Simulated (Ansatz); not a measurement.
The structure below was relaxed with Ansatz (a program for electronic structure), r2SCAN, PAW, cutoff 500 eV, no SOC, earlier PAW set.

Space group P6₃/mmc (No. 194); a = 3.936 Å, b = 3.936 Å, c = 6.472 Å, α = 90.00°, β = 90.00°, γ = 120.00°

```tsv
atom	site	symmetry	x	y	z
Ca	2d	-6m2	0.6667	0.3333	0.2500
```

**Question.** Write out a cell with all atoms.

**Answer.** 
```
Ca
1.0
    3.93594     0.00000     0.00000
   -1.96797     3.40862     0.00000
    0.00000     0.00000     6.47202
Ca
2
Direct
  0.33333   0.66667   0.75000
  0.66667   0.33333   0.25000
```
This is the conventional cell.

No phonon test of stability was made. The cell was made from Hf by this change: Hf → Ca; the result is a model cell. This is not the structure that Ca has at room temperature and ambient pressure.
